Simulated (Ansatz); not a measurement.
An Ansatz (a program for electronic structure) run: TiAl3 with a change (pressure 22.5 GPa); r2SCAN (Ansatz; PAW; 500 eV plane waves; without spin-orbit coupling).

Input:

Ansatz 0.2 input:
```yaml
crystal:
  lattice:
    - [-1.8472617272, 1.8472617272, 4.1266968648]
    - [1.8472617272, -1.8472617272, 4.1266968648]
    - [1.8472617272, 1.8472617272, -4.1266968648]
  atoms:
    - { symbol: Al, position: [0.5, 0.5, 0] }
    - { symbol: Al, position: [0.75, 0.25, 0.5] }
    - { symbol: Al, position: [0.25, 0.75, 0.5] }
    - { symbol: Ti, position: [0, 0, 0] }
basis: { ecutwfc: 500, ecutrho_ratio: 4, xc_grid: 4, fft_grid_basis: typed }
kpoints: { mp_grid: { grid: [17, 17, 17] } }
hamiltonian:
  xc: r2scan
  dispersion: none
  pseudopotentials: { kind: paw }
scf: { occupations: { method: fermi_dirac, width: 0.05 } }
relax: { f_tol: 0.01, max_steps: 60, cell: { stress_tol: 0.02, p_target: 22.5 } }
output: { forces: true, stress: true }
checkpoint: { write: state.ck, write_every: 1000 }
```

Output (explanatory and most iteration lines left out):

```
Relaxation: its limit of steps is 60 (relax.max_steps)
Pseudopotential: Al, paw, valence charge 3
Pseudopotential: Ti, paw, valence charge 12
Crystal: 4 atoms, lattice volume = 56.327 Å³
Basis set: ecut = 500 eV, 1419 PW (Γ), exchange–correlation on 144×144×144 points (64 copies of the dense FFT grid, shifted against one another)
Bands: 15, of which v1, the nominal top of the filled ones, is band 11 counted from 1 (10 counted from 0)
Symmetry: 16 space group operations
Space group: I4/mmm (ITA 139), of the structure as read, at distance tolerance 3.8e-5 Å
k-points: 405 of 4913
Functional: x = r2scan, c = r2scan; τ floored in thin density (d = 2e-4 eV/Å³)
SCF iter   1: F=—  HF=-4127.031986 eV  |F-HF|=—  |Δ(HF+E_count)|=         —  Δρ=1.20e-2  dr2=9.51e-2  dr2_τ=3.87e-2  ethr=1.77e-3  ⟨swp⟩=5.8  Hψ=36596  notcnv=0
SCF iter   2: F=—  HF=-4127.081815 eV  |F-HF|=—  |Δ(HF+E_count)|=   4.98e-2  Δρ=4.12e-3  dr2=9.57e-3  dr2_τ=2.20e-3  ethr=4.53e-4  ⟨swp⟩=2.1  Hψ=15049  notcnv=0
SCF 1 converged in 7 iterations: F = -4127.081879 eV  dr2 = 7.82e-9
relax step   1: F+E_penalty+E_count = -4127.08187925 eV  Δ(F+E_penalty+E_count) = +0.000e0 eV  max|allowed force component| = 5.204e-18 eV/Å  Δτ_max = 0.0000 Å  P = +14.992 GPa  Ω = 56.327 Å³  (7 SCF iters, dr2 threshold 1.00e-7 eV, accepted)
[... steps on the carried basis left out ...]
relax step   5: F+E_penalty+E_count = -4126.82077977 eV  Δ(F+E_penalty+E_count) = +3.598e-4 eV  max|allowed force component| = 3.469e-18 eV/Å  Δτ_max = 0.0000 Å  P = +22.492 GPa  Ω = 54.082 Å³  stress off target by 8.77e-3 GPa  SCF on the basis re-selected at this cell (its energy is not comparable with the rows above)  (6 SCF iters)
SCF converged after 6 iterations
Free energy (F): -4126.820780 eV
Internal energy: -4126.808708 eV  (E = F + TS)
E sigma→0 (E₀):  -4126.814744 eV
Entropy (-TS):   -0.012072 eV (-3.018 meV/atom)
Fermi energy:    11.475492 eV
--- Forces (eV/Å), atoms counted from 1 ---
  atom   1  Al    -0.00000000     0.00000000    -0.00000000
  atom   2  Al     0.00000000    -0.00000000     0.00000000
  atom   3  Al     0.00000000     0.00000000     0.00000000
  atom   4  Ti     0.00000000     0.00000000     0.00000000
--- Stress (GPa, compression-positive) ---
       22.491225      -0.000000      -0.000000
       -0.000000      22.491225      -0.000000
        0.000000      -0.000000      22.493439
  P = ⅓ Tr σ = 22.4920 GPa (224.920 kbar)
--- Relaxed structure (4 steps of the walk, 4 accepted, 1 SCFs on fresh bases) ---
  cell:  # Å, volume = 54.0817 Å³
    - [-1.8226830831158738, 1.8226830831158738, 4.069752292662066]
    - [1.8226830831158738, -1.8226830831158738, 4.069752292662066]
    - [1.8226830831158738, 1.8226830831158738, -4.069752292662066]
  atoms:
    - { symbol: Al, position: [0.49999999999999994, 0.49999999999999994, 3.104439662690164e-35] }
    - { symbol: Al, position: [0.7499999999999999, 0.25, 0.5] }
    - { symbol: Al, position: [0.25, 0.7499999999999999, 0.5] }
    - { symbol: Ti, position: [-6.363442350987541e-37, 3.5940722398377633e-35, 3.5304378163278877e-35] }
```

Load acts through the strain it causes; cell and atoms are relaxed under it. No phonon test of stability was made. No other phases were tried under pressure. All final runs are without spin polarisation. The cell was made from TiAl$_{3}$ (space group I4/mmm, No. 139) by this change: pressure 22.5 GPa.
